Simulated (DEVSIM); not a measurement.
Device: Ti/SiO2/p-GaSb capacitor, at 300 K.

Layer 1 from the left is SiO2, thickness (nm) 46.0. Layer 2 from the left is GaSb, thickness (nm) 4400, Na (cm⁻³) 1.9e16.

Metal gate on the left, work function 4.33 eV. Fixed charge at the semiconductor interface 1.04e12 cm⁻² (in units of +e); no interface traps.

This is a model device: material constants are rounded textbook-type values typed into the input, and sizes, dopings and lifetimes were drawn at random. Values at 300 K.

SiO2: gap (eV) 9, affinity (eV) 0.9, permittivity 3.9. GaSb: gap (eV) 0.726, affinity (eV) 4.06, permittivity 15.7, Nc (cm⁻³) 2.1e17, Nv (cm⁻³) 1.8e19.

Question: Estimate by hand the flat-band voltage, the threshold voltage, and compare with a numerical solution.

Answer: 
- Flat-band voltage: C = 0.0751 μF/cm², work-function difference -0.279 V; VFB = φms − qNf/C = -2.50 V; numerical -2.50 V.
- Threshold voltage: φF = 0.243 V, depletion charge √(4εqNφF) = 6.42e-8 C/cm²; VT = VFB + 2φF + Qd/C = -1.15 V; numerical -1.15 V.

Model (solved in DEVSIM): 1D Poisson equation in equilibrium, Boltzmann statistics, complete ionisation; no quantum confinement or tunnelling. Metal contacts follow the ideal Schottky-Mott rule: no Fermi-level pinning, no interface dipoles.
